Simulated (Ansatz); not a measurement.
W: alloy series

Take W in the bcc (W type) structure (space group Im-3m, No. 229; a = 3.169 Å) as the base.

The other end (x = 1) is Os in the bcc (W type) structure (space group Im-3m, No. 229; a hypothetical phase, not in the database extracts checked): 14.47 Å³/atom, gap zero; this end may not be an ambient phase.

Os replaces a fraction x of W; each row is one arrangement (x, atoms in the cell, starting space group or random), fully relaxed.

Calculations: Ansatz (an electronic-structure program), r2SCAN, PAW, cutoff 500 eV, no spin-orbit coupling.

Notes on the quantities. mixing energy: to 0.01 eV only: unlike meshes or grids; against an end that may be hypothetical; deviation of the volume from the linear: Vegard-type) interpolation.

```csv
case,mixing energy,deviation of the volume from the linear,shortest interatomic distance
base,–,–,2.745 Å
"x(Os) = 0.5, 4 atoms, P2_1/m",-0.26 eV/atom,-0.8 %,2.723 Å
"x(Os) = 0.5, 4 atoms, Fd-3m",-0.05 eV/atom,-0.4 %,2.699 Å
"x(Os) = 0.667, 3 atoms, I4/mmm",-0.12 eV/atom,+0.7 %,2.655 Å
"x(Os) = 0.75, 4 atoms, Fm-3m",-0.05 eV/atom,-0.2 %,2.679 Å
```

These are small ordered cells, not random alloys; other orderings at the same x differ. No phonon test of stability was made. All final runs are without spin polarisation. Os3W has a high density of states at the Fermi level and may be magnetic at this level. Under x(Os) = 0.5, 4 atoms, P2_1/m the cell changed shape so far that it is another structure.
